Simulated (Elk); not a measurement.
A self-consistent single point of KCd₃ (Fm-3m, 4 atoms in the cell) with Elk.

Method of the run: PBEsol, all-electron FP-LAPW, Elk's shipped species files, default APW+lo basis (Elk).

```yaml
crystal:
  lattice:
    - [0.00000, 3.91074, 3.91074]
    - [3.91074, 0.00000, 3.91074]
    - [3.91074, 3.91074, 0.00000]
  atoms:
    - { symbol: K, position: [0.00000, 0.00000, 0.00000] }
    - { symbol: Cd, position: [0.25000, 0.25000, 0.25000] }
    - { symbol: Cd, position: [0.75000, 0.75000, 0.75000] }
    - { symbol: Cd, position: [0.50000, 0.50000, 0.50000] }
```

Reference input (self-consistent single point, DFT, PBEsol, all-electron FP-LAPW, Elk's shipped species files, default APW+lo basis): xctype = 22; rgkmax = 7; stype = 0; swidth = 0.00367493 Ha; ngridk = 4 4 4. This run's input differs from it in these lines:

```diff
@@ -13,3 +13,3 @@
 swidth
-  0.00367493
+  0.0293995
```

Output, abridged:

```
│ Self-consistent loop started │
│ Loop number : 1 │
 total energy                :     -17378.6676370
│ Loop number : 2 │
 total energy                :     -17378.9329318
RMS change in Kohn-Sham potential (target) :   0.1872373329     (  0.1000000000E-05)
Absolute change in total energy (target)   :   0.2652948307     (  0.1000000000E-03)
│ Loop number : 3 │
 total energy                :     -17379.0196738
RMS change in Kohn-Sham potential (target) :   0.1813733606     (  0.1000000000E-05)
Absolute change in total energy (target)   :   0.1530657502     (  0.1000000000E-03)
│ Loop number : 4 │
   [... lines left out ...]
Absolute change in total energy (target)   :   0.3808903784E-03 (  0.1000000000E-03)
│ Loop number : 13 │
 total energy                :     -17381.7293579
RMS change in Kohn-Sham potential (target) :   0.2016090807E-06 (  0.1000000000E-05)
Absolute change in total energy (target)   :   0.1595190370E-03 (  0.1000000000E-03)
│ Loop number : 14 │
 total energy                :     -17381.7293355
RMS change in Kohn-Sham potential (target) :   0.3954368795E-07 (  0.1000000000E-05)
Absolute change in total energy (target)   :   0.6225640027E-04 (  0.1000000000E-03)
Convergence targets achieved

│ Loop number : 15 │

Energies :
 Fermi                       :     0.119370033321
 total energy                :     -17381.7293331

Density of states at Fermi energy :    57.07050500
 (states/Hartree/unit cell)

Estimated indirect band gap :   0.4431925183E-02
 from k-point      5 to k-point      4
Estimated direct band gap   :   0.1533530047E-01
 at k-point      5

Charges :
 core                        :    100.0000000
 valence                     :    63.00000000
 interstitial                :    5.779961512
 muffin-tins (core leakage)
  species :    1 (K)
   atom    1                 :    17.61674289     (  0.1158138918E-06)
  species :    2 (Cd)
   atom    1                 :    46.54493442     (  0.2464888820E-03)
   atom    2                 :    46.54493442     (  0.2464888820E-03)
   atom    3                 :    46.51342676     (  0.2451888060E-03)
 total in muffin-tins        :    157.2200385
 total calculated charge     :    163.0033102
 total charge                :    163.0000000
 error                       :   0.3310229917E-02

│ Self-consistent loop stopped │
```

The run converged in 15 iterations. The count includes the last loop, which Elk runs after its targets are met. Against the reference run the total energy rises by 61.0 meV/atom.

The starting cell comes from a database of computed structures (which also holds hypothetical and non-ambient phases and stackings), without a prior relaxation at this level. Values depend on the basis (sphere radii, cutoffs, local orbitals), which need not be converged. The log's line on a gap gives a spacing of levels on this mesh, which the program prints for metals too.
